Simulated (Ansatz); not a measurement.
A self-consistent single point of HfGa3 (I4mm, 4 atoms in the cell) with Ansatz (a first-principles code).

Method of the run: LDA (PW92), default PAW files made with PBE (plane waves; Ansatz).

```
HfGa3
1.0
   -1.92277     1.92277     4.48780
    1.92277    -1.92277     4.48780
    1.92277     1.92277    -4.48780
Hf Ga
1 3
Direct
  0.00557   0.00557   0.00000
  0.50000   0.50000   0.00000
  0.75000   0.25000   0.50000
  0.25000   0.75000   0.50000
```

Reference input (self-consistent single point, DFT, LDA (PW92), plane waves, default PAW files made with PBE): basis.ecutwfc = 420 eV; kpoints.mp_grid.grid = 10 10 10; hamiltonian.xc = lda; hamiltonian.pseudopotentials = {kind: paw} (the program's default PAW files); scf.occupations.method = gaussian; scf.occupations.width = 0.1 eV. This run's input differs from it in these lines:

Ansatz 0.2 input:
```diff
@@ -13,3 +13,3 @@
 kpoints:
-  mp_grid: { grid: [10, 10, 10] }
+  mp_grid: { grid: [19, 19, 19] }
 hamiltonian:
@@ -18,3 +18,3 @@
 scf:
-  occupations: { method: gaussian, width: 0.1 }
+  occupations: { method: gaussian, width: 0.3 }
 output:
```

The program printed (abridged):

```
SCF iter   1: F=—  HF=-26599.597874 eV  |F-HF|=—  |Δ(HF+E_count)|=         —  Δρ=5.57e-3  dr2=9.91e-3  ethr=1.77e-3  ⟨swp⟩=4.4  Hψ=68463  notcnv=0
all-band conjugate gradients solve this SCF's bands
preconditioner: auto → Kerker (q_TF=auto, 2.719 Å⁻¹)
SCF iter   2: F=—  HF=-26599.595554 eV  |F-HF|=—  |Δ(HF+E_count)|=   2.32e-3  Δρ=2.67e-3  dr2=2.93e-3  ethr=1.52e-5  ⟨swp⟩=2.0  Hψ=41490  notcnv=0
SCF iter   3: F=—  HF=-26599.595150 eV  |F-HF|=—  |Δ(HF+E_count)|=   4.04e-4  Δρ=1.55e-3  dr2=1.13e-3  ethr=4.51e-6  ⟨swp⟩=2.0  Hψ=35370  notcnv=0
SCF iter   4: F=—  HF=-26599.594954 eV  |F-HF|=—  |Δ(HF+E_count)|=   1.96e-4  Δρ=2.07e-4  dr2=3.33e-5  ethr=1.73e-6  ⟨swp⟩=2.6  Hψ=32411  notcnv=0
SCF iter   5: F=—  HF=-26599.594938 eV  |F-HF|=—  |Δ(HF+E_count)|=   1.57e-5  Δρ=1.31e-4  dr2=1.19e-5  ethr=5.13e-8  ⟨swp⟩=2.0  Hψ=37466  notcnv=0
SCF iter   6: F=—  HF=-26599.594932 eV  |F-HF|=—  |Δ(HF+E_count)|=   6.30e-6  Δρ=3.58e-5  dr2=1.35e-6  ethr=1.83e-8  ⟨swp⟩=2.0  Hψ=38650  notcnv=0
SCF iter   7: F=-26599.594932 eV  HF=-26599.594932 eV  |F-HF|=5.81e-8  |Δ(HF+E_count)|=   2.24e-7  Δρ=9.29e-6  dr2=7.04e-8  ethr=1.54e-10  ⟨swp⟩=7.6  Hψ=112316  notcnv=0
SCF 1 converged in 7 iterations: F = -26599.594932 eV  dr2 = 7.04e-8
Free energy (F): -26599.594932 eV
Internal energy: -26599.547078 eV  (E = F + TS)
E sigma→0 (E₀):  -26599.571005 eV
Entropy (-TS):   -0.047854 eV (-11.963 meV/atom)
Fermi energy:    14.929688 eV
--- Forces (eV/Å), atoms counted from 1 ---
  atom   1  Hf    -0.00000000     0.00000000    -0.31350900
  atom   2  Ga    -0.00000000     0.00000000    -0.08721362
  atom   3  Ga     0.00000000     0.00000000     0.20036472
  atom   4  Ga    -0.00000000     0.00000000     0.20036472
--- Stress (GPa, compression-positive) ---
       -3.993503       0.000000      -0.000000
        0.000000      -3.993503      -0.000000
       -0.000000       0.000000      -3.657017
  P = ⅓ Tr σ = -3.8813 GPa (-38.813 kbar)
  The stress holds the Pulay correction. Without it, at fixed plane waves, as pw.x and ABINIT print it: P = -3.9174 GPa
```

The run converged in 7 iterations. Against the reference run the free energy goes down by 5.5 meV/atom, the pressure moves little (-3.94 to -3.88 GPa) and the largest force moves little (0.317 to 0.314 eV/Å).

The starting cell comes from a database of computed structures (which also holds hypothetical and non-ambient phases and stackings), without a prior relaxation at this level. Its lattice was rescaled by up to half a per cent. One atom was moved a little off its site on purpose. With a pressure of about -4 GPa the cell is away from its equilibrium volume at this level. Ansatz's pressure includes its estimate of the finite-basis (Pulay) stress.

Cost on one core of a shared machine: roughly 2 min.
